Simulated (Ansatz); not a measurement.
Base system: HfS$_{2}$ in the CdI2 type structure (space group P-3m1, No. 164; a = 3.606 Å, c = 5.768 Å; layered, stacked along the Cartesian z axis).

Modification: a free-standing slab of 3 layers (9 atoms, 3 a layer) is cut normal to the stacking axis, with 15 Å of vacuum and the in-plane cell relaxed.

Levels (all Ansatz, a program for electronic structure, PAW): PBE-D3(BJ) (420 eV, no spin-orbit coupling); HSE06 (420 eV, no spin-orbit coupling).

The geometry is relaxed with PBE-D3(BJ).

| Property | Value |
|---|---|
| PBE-D3(BJ) lowest conduction level above the VBM at special points | M 1.09 eV; Γ 2.00 eV; K 2.71 eV |

What does HSE06 give at this geometry for the lowest conduction level above the VBM at special points?

The lowest conduction level above the VBM at special points becomes M 1.91 eV; Γ 2.94 eV; K 3.71 eV (PBE-D3(BJ): M 1.09 eV; Γ 2.00 eV; K 2.71 eV).

Single points use the geometry relaxed with PBE-D3(BJ). HSE06 gaps are upper bounds (no full band path). The levels and masses belong to the bands next to the band gap. Whether these cells are dynamically stable was not tested.
